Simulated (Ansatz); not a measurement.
## How far PBE and r2SCAN part for Nb

The reference is Nb in the bcc (W type) structure (space group Im-3m, No. 229; a = 3.310 Å).

(Cell as relaxed with PBE.)

Levels (all Ansatz, a program for electronic structure, PAW): PBE (420 eV, without spin-orbit coupling); r2SCAN (500 eV, spin-orbit coupling left out).

Each level relaxes its own structure.

```tsv
quantity	PBE	r2SCAN
volume per atom	18.13 Å³	(withheld)
lattice parameter a	3.310 Å	(withheld)
band gap	zero	(withheld)
```

Question: Predict the r2SCAN column.

Answer: 
- volume per atom, r2SCAN: 18.01 Å³
- lattice parameter a, r2SCAN: 3.303 Å
- band gap, r2SCAN: zero

PBE's volume per atom lies 0.114 Å³ above r2SCAN's (0.6 %); PBE's lattice parameter a lies 0.007 Å above r2SCAN's (0.2 %); the two agree on the band gap. Neither level is exact; r2SCAN is the comparison here, not a measurement.

Stability against distortions was not tested. The final runs are not spin-polarised.
